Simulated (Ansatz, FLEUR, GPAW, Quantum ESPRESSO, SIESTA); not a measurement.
ScSi₂Cu₂ (I4/mmm, 5 atoms in the cell) computed with different codes at matched settings

Self-consistent single point.

```
Sc(CuSi)2
1.0
   -1.90284     1.90284     5.01380
    1.90284    -1.90284     5.01380
    1.90284     1.90284    -5.01380
Sc Si Cu
1 2 2
Cartesian
  0.00000   0.00000   0.00000
  0.00000   0.00000   6.15224
  0.00000   0.00000   3.87537
  1.90284   0.00000   2.50690
  0.00000   1.90284   2.50690
```

Shared settings, as Ansatz (an electronic-structure program) writes them: kpoints.mp_grid.grid = 5 5 5; scf.occupations.method = fermi_dirac; scf.occupations.width = 0.01 Ry. Potentials and cutoffs stand in the table.

```csv
code,model,pressure (GPa),largest force (eV/Å),cutoff
Ansatz,"LDA (PW92), PAW files made with PBE",-6.46,0.193,30.9 Ry
FLEUR,"LDA (Perdew-Zunger), all-electron FLAPW (FLEUR), scalar-relativistic valence",–,0.207,Kmax 4 1/bohr
SIESTA,"LDA PW92, numerical atomic orbitals DZP, PseudoDojo LDA standard norm-conserving potentials (rewritten from UPF to PSML)",-6.97,0.118,grid 350 Ry
GPAW,"LDA (Perdew-Wang 92), GPAW PAW datasets LDA (gpaw-data 1.0.1)",-6.03,0.138,800 eV
Quantum ESPRESSO,"LDA (PZ), GBRV 1.5 ultrasoft (LDA) pseudopotentials",-6.74,0.171,50 Ry
```

A dash marks a value that a program does not give, or that is left out as unsure.

On Ansatz's run: spin polarisation is off.

The spread over the programs that give each value: pressure within 0.94 GPa; largest force within 0.089 eV/Å.

SIESTA uses small atom-centred bases, whose incompleteness enters pressures, forces and empty levels differently from a plane-wave cutoff. FLEUR treats all electrons, but the usual bases taken here (sphere radii, linearisation, local orbitals, empty states) were not tested for convergence, so the values are no reference for the others. Ansatz's pressure is given at a fixed set of plane waves, as the other plane-wave codes print theirs; with its correction for the finite basis it is -6.42 GPa. The same LDA comes in different parametrisations, which differ slightly.

On the base mesh (9 9 9) the same programs gave: Ansatz pressure -6.30 GPa; Quantum ESPRESSO pressure -6.55 GPa; GPAW pressure -5.88 GPa; SIESTA pressure -6.80 GPa.

The starting cell comes from a database of computed structures (which also holds hypothetical and non-ambient phases and stackings), without a prior relaxation at this level. Its lattice was rescaled by a random factor within 2.5 % of one.

Keys are those of Ansatz 0.2.
